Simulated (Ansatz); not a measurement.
Total g(r) from a molecular-dynamics run [in the run: one k-point, which a denser mesh shifts by 0.1 GPa in pressure and 0.08 eV/Å in forces]. All values below come from PBE (plane waves, PAW; Ansatz, a first-principles code).

```
r (Å) | g(r)
     1.02 |  0.00
     1.14 |  0.00
     1.26 |  0.00
     1.38 |  0.00
     1.50 |  0.00
     1.62 |  0.00
     1.74 |  0.00
     1.86 |  0.00
     1.98 |  0.00
     2.10 |  0.02
     2.22 | ### 0.27
     2.34 | ########### 0.96
     2.46 | ###################### 2.00
     2.58 | ############################## 2.68
     2.70 | ############################# 2.56
     2.82 | ######################## 2.17
     2.94 | ################# 1.51
     3.06 | ############# 1.16
     3.18 | ######### 0.79
     3.30 | ######## 0.74
     3.42 | ####### 0.60
     3.54 | ####### 0.59
     3.66 | ####### 0.58
     3.78 | ####### 0.61
     3.90 | ####### 0.63
     4.02 | ######## 0.71
     4.14 | ######### 0.81
     4.26 | ########## 0.93
     4.38 | ########### 0.98
     4.50 | ############# 1.15
```

### Question
Which system gave this curve?
A. GaN (zinc blende; a metastable form), crystal, 1599 K (so hot that an open crystal may lose its volatile element)
B. Mo, liquid, 2506 K (supercooled)
C. InP (zinc blende), crystal, 1024 K (so hot that an open crystal may lose its volatile element)
D. Ru, liquid, 2266 K (supercooled)

### Answer
D, Ru, liquid, 2266 K (supercooled)
